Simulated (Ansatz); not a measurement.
Strongest site found for several adsorbates on fcc Ni, ferromagnetic (111).

Level of theory: PBE (plane waves to 420 eV, PAW; Ansatz, an electronic-structure program).

Counted are starts at which the adsorbate stayed whole and on top. Thin slabs; no dispersion, zero-point or thermal terms; negative values mean binding.

| adsorbate, area an adsorbate | reference | bonded to | E_ads (eV) | shortest bond to the host (Å) |
|---|---|---|---|---|
| Cu, 21 Å² | an atom of fcc Cu | 3 Ni | 0.68 | … |
| Ru, 21 Å² | an atom of hcp Ru | 3 Ni | 2.34 | … |
| Si, 21 Å² | an atom of silicon | 3 Ni | -0.56 | … |
| NH3, 21 Å² | NH3(g) | Ni | -0.48 | … |
| CH3, 21 Å² | CH4(g) − ½ H2(g) | 3 Ni | 0.59 | 2.11 |
| H2O, 21 Å² | H2O(g) | Ni | -0.23 | … |

Task: Fill in the missing entries.

Result: 
- Cu, 21 Å², shortest bond to the host (Å): 2.37
- Ru, 21 Å², shortest bond to the host (Å): 2.33
- Si, 21 Å², shortest bond to the host (Å): 2.22
- NH3, 21 Å², shortest bond to the host (Å): 2.05
- H2O, 21 Å², shortest bond to the host (Å): 2.27
